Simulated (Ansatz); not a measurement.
Take HfS2 in the CdI2 type structure (space group P-3m1, No. 164; layered, stacked along the Cartesian z axis) as the base.

```
HfS2
1.0
    3.54747     0.00000     0.00000
   -1.77373     3.07220     0.00000
    0.00000     0.00000     5.57685
Hf S
1 2
Direct
  0.00000   0.00000   0.00000
  0.66667   0.33333   0.26190
  0.33333   0.66667   0.73810
```

Cartesian axes are those of the cell as printed.

Computed with Kohn–Sham DFT with the PBEsol-D3(BJ) functional, run in Ansatz (an electronic-structure program) with PAW and 420 eV plane waves, without spin-orbit coupling.

Modification: the cell is stretched by 3.00 % along x with no lateral relaxation, atoms relaxed at fixed cell.

**Question.** Predict the stress tensor and what it implies for the stiffness.

**Answer.** Stress of the strained cell less that of the base (GPa, compression positive):
```
  -4.24    0.00    0.00
   0.00   -0.81   -0.13
   0.00   -0.13   -0.33
```

Then −Δσ_ii/ε with ε = 0.0300 gives secant stiffness values (nonlinear terms included at this strain): C11 ≈ 141 GPa, C12 ≈ 27 GPa and C13 ≈ 11 GPa.

As a check, the harmonic strain energy −½ V₀ Δσ:ε is 8.1 meV/atom; the computed energy rise is 8.3 meV/atom.

Stability against distortions was not tested.
